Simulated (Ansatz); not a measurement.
The starting structures come from a database of crystals and need not be the phases stable at ambient conditions.

By PBEsol, the system below comes out a metal.

The ballistic (Sharvin) conductance counts the channels at the Fermi level: G/A = (e²/h) × channels of both spins per area.

Given:

```xyz
4
Lattice="3.9165 0.0000 0.0000 0.0000 3.9165 0.0000 1.9583 -1.9583 4.0180" Properties=species:S:1:pos:R:3 pbc="T T T"
Nb     0.0000     0.0000     0.0000
Pd     1.9583     1.9583     0.0000
Pd     1.9583     0.0000     2.0090
Pd     3.9165     1.9583     2.0090
```

Space group of this cell: I4/mmm. The cell is taken as given; by PBEsol its mean pressure is -6.1 GPa.

The current flows along the normal of the first two printed cell vectors, the (001) plane of the conventional cell. No spin-orbit coupling; the value is a mean over 0.1 eV about the Fermi level.

Task: Estimate the ballistic conductance per area that PBEsol in Ansatz (a first-principles code) returns for this system.

Result: 0.46 × 10¹⁵ S/m² for both spins.
